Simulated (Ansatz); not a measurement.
Start from GaN in the CsCl type structure (space group Pm-3m, No. 221; a = 2.703 Å; a hypothetical phase, not in the database extracts checked; relaxed with 0.1 eV smearing). Axes: x, y, z lie along the cube axes.

Computed with PBEsol in Ansatz (plane waves to 420 eV, PAW, without spin-orbit coupling).

Before the change:

- Shortest interatomic distance: 234.1 pm
- Pressure: 0.0 GPa

It is then changed as follows: uniaxial strain ε_yy = −1.49 %, all other strain components held at zero, atoms relaxed at fixed cell.

Q: How does this affect the energy relative to the base, shortest interatomic distance and pressure?

A: The energy goes up by 2.0 meV/atom; the shortest interatomic distance decreases by 1.2 pm (234.1 pm → 232.9 pm); the pressure (mean of the normal stresses, compression positive) goes from zero to 2.6 GPa.

Stability against distortions was not tested. The final runs are not spin-polarised.

Ansatz is a quantum-chemistry and plane-wave program.
